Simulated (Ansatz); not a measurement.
**Convergence study of the k-point mesh for Ti3B4 (Imm2, 7 atoms in the cell)**

```yaml
crystal:
  lattice:
    - [-1.51006, 1.62176, 6.82834]
    - [1.51006, -1.62176, 6.82834]
    - [1.51006, 1.62176, -6.82834]
  atoms:
    - { symbol: Ti, position: [0.18906, 0.68906, 0.50000] }
    - { symbol: Ti, position: [0.81460, 0.31460, 0.50000] }
    - { symbol: Ti, position: [0.00000, 0.00000, 0.00000] }
    - { symbol: B, position: [0.36822, 0.86822, 0.50000] }
    - { symbol: B, position: [0.63178, 0.13178, 0.50000] }
    - { symbol: B, position: [0.43567, 0.43567, 0.00000] }
    - { symbol: B, position: [0.56433, 0.56433, 0.00000] }
```

Level of theory: PBEsol, default PAW files made with PBE (plane waves; Ansatz, an electronic-structure program).

Base settings: basis.ecutwfc = 420 eV; kpoints.mp_grid.grid = 9 9 9; hamiltonian.xc = pbesol; hamiltonian.pseudopotentials = {kind: paw} (the program's default PAW files); scf.occupations.method = gaussian; scf.occupations.width = 0.1 eV.

Only quantities that move along the ladder and can be compared are tabulated.

The count of work is k-points × plane waves × bands × iterations; it is no time. 

The starting cell comes from a database of computed structures (which also holds hypothetical and non-ambient phases and stackings), without a prior relaxation at this level. Its lattice was rescaled by up to half a per cent. One atom was moved a little off its site on purpose. Spin polarisation is off. Ansatz's pressure includes its estimate of the finite-basis (Pulay) stress.

Steps (kpoints.mp_grid.grid): 3 3 3; 4 4 4; 5 5 5; 6 6 6; 7 7 7; 9 9 9; 10 10 10; 13 13 13; 16 16 16; 17 17 17.

What is the coarsest kpoints.mp_grid.grid that holds the forces within 0.005 eV/Å of the last step, with all finer ones?

16 16 16; the step before is off by 0.007 eV/Å.

What is the coarsest kpoints.mp_grid.grid that holds the pressure within 0.1 GPa of the last step, with all finer ones?

4 4 4, at 0.021 of the last step's count of work; the step before is off by 0.24 GPa.

What is the coarsest kpoints.mp_grid.grid that holds the free energy within 5 meV/atom of the last step, with all finer ones?

4 4 4, at 0.021 of the last step's count of work; the step before is off by 7.6 meV/atom.

| kpoints.mp_grid.grid | free energy less the last step's (meV/atom) | pressure (GPa) | largest difference of a force vector from the last step's (eV/Å) | count of work / last |
|---|---|---|---|---|
| 3 3 3 | -7.63 | -1.57 | 0.128 | 0.0094 |
| 4 4 4 | 2.61 | -1.38 | 0.064 | 0.021 |
| 5 5 5 | 4.51 | -1.27 | 0.095 | 0.037 |
| 6 6 6 | 0.15 | -1.31 | 0.026 | 0.063 |
| 7 7 7 | -0.14 | -1.32 | 0.068 | 0.088 |
| 9 9 9 | -0.29 | -1.35 | 0.031 | 0.17 |
| 10 10 10 | 0.20 | -1.33 | 0.007 | 0.23 |
| 13 13 13 | -0.11 | -1.33 | 0.007 | 0.47 |
| 16 16 16 | 0.05 | -1.32 | 0.002 | 0.85 |
| 17 17 17 | 0.00 | -1.32 | 0.000 | 1.0 |

Keys are those of Ansatz 0.2.
